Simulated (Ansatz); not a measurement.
The parent structure is CdSe in the zinc blende structure (space group F-43m, No. 216).

```
CdSe
1.0
    0.00000     3.09814     3.09814
    3.09814     0.00000     3.09814
    3.09814     3.09814     0.00000
Se Cd
1 1
Cartesian
  4.64720   4.64720   4.64720
  0.00000   0.00000   0.00000
```

Method: Ansatz (an electronic-structure program), PBE, PAW, cutoff 420 eV, no spin-orbit coupling.

One change was made to it. Results:

```json
[
 {"quantity": "band gap", "base": "0.49 eV", "after": "zero"},
 {"quantity": "density", "base": "5.34 g/cm³", "after": "3.95 g/cm³"},
 {"quantity": "shortest interatomic distance", "base": "2.683 Å", "after": "2.973 Å"}
]
```

**Question.** Which of these changes matches the shifts?
A) Se → Br
B) Se → S
C) Se → Ru
D) Se → Os

**Answer.** A, Se → Br. For comparison, the density in the other runs: Se → Ru gives 6.55 g/cm³; Se → Os gives 9.17 g/cm³; Se → S gives 4.61 g/cm³.

With Os present, leaving out spin-orbit coupling can change the band edges. Whether these cells are dynamically stable was not tested. As relaxed here, CdBr, CdRu and CdOs are hypothetical phases, not in the database extracts checked. All final runs are without spin polarisation. An odd electron count without spin: CdBr. CdRu and CdOs have a high density of states at the Fermi level and may be magnetic at this level.
